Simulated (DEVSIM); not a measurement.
Structure: W/Si3N4/SiO2/n-Si capacitor, at 400 K.

| layer (left to right) | material | thickness (nm) | Nd (cm⁻³) |
|---|---|---|---|
| 1 | Si3N4 | 18.0 | - |
| 2 | SiO2 | 0.590 | - |
| 3 | Si | 700 | 6.8e17 |

Metal gate on the left, work function 4.6 eV. Fixed charge at the semiconductor interface 3.9e11 cm⁻² (in units of +e); interface traps 3.8e10 cm⁻² eV⁻¹, uniform in energy, neutral level at 0.5 of the gap above the valence band.

Constants are typed, rounded textbook-type inputs, not results; the design itself was drawn at random and stands for no fabricated device. Values at 300 K; Nc and Nv go as T^1.5, mobilities as T to minus their exponent, the gap by Varshni's rule with the affinity fixed.

| parameter | Si3N4 | SiO2 | Si |
|---|---|---|---|
| gap (eV) | 5.1 | 9 | 1.124 |
| affinity (eV) | 2.1 | 0.9 | 4.05 |
| permittivity | 7.5 | 3.9 | 11.7 |
| Nc (cm⁻³) | - | - | 2.86e19 |
| Nv (cm⁻³) | - | - | 3.1e19 |
| Varshni α (eV/K) | - | - | 0.000473 |
| Varshni β (K) | - | - | 636 |

Simulated with DEVSIM: 1D Poisson equation in equilibrium, Boltzmann statistics, complete ionisation; no quantum confinement or tunnelling. Metal contacts follow the ideal Schottky-Mott rule: no Fermi-level pinning, no interface dipoles.

Base results: minimum of the low-frequency capacitance (μF/cm²) 0.164; flat-band voltage (V) 0.23; capacitance of the dielectric stack (μF/cm²) 0.347.

What follows from this one change: gate work function 4.6 → 4.75 eV?

minimum of the low-frequency capacitance little changed (0.164 μF/cm²); flat-band voltage 0.23 → 0.38 V; capacitance of the dielectric stack little changed (0.347 μF/cm²).

What follows from this one change: substrate doping 6.8e+17 → 3.4e+17 cm^-3?

minimum of the low-frequency capacitance 0.164 → 0.138 μF/cm²; flat-band voltage 0.23 → 0.21 V; capacitance of the dielectric stack little changed (0.347 μF/cm²).

What follows from this one change: fixed charge 3.9e+11 → -4.5e+11 cm^-2?

minimum of the low-frequency capacitance little changed (0.164 μF/cm²); flat-band voltage 0.23 → 0.62 V; capacitance of the dielectric stack little changed (0.347 μF/cm²).

What follows from this one change: Si3N4 thickness 0.018 → 0.022 μm?

minimum of the low-frequency capacitance 0.164 → 0.149 μF/cm²; flat-band voltage 0.23 → 0.20 V; capacitance of the dielectric stack 0.347 → 0.287 μF/cm².
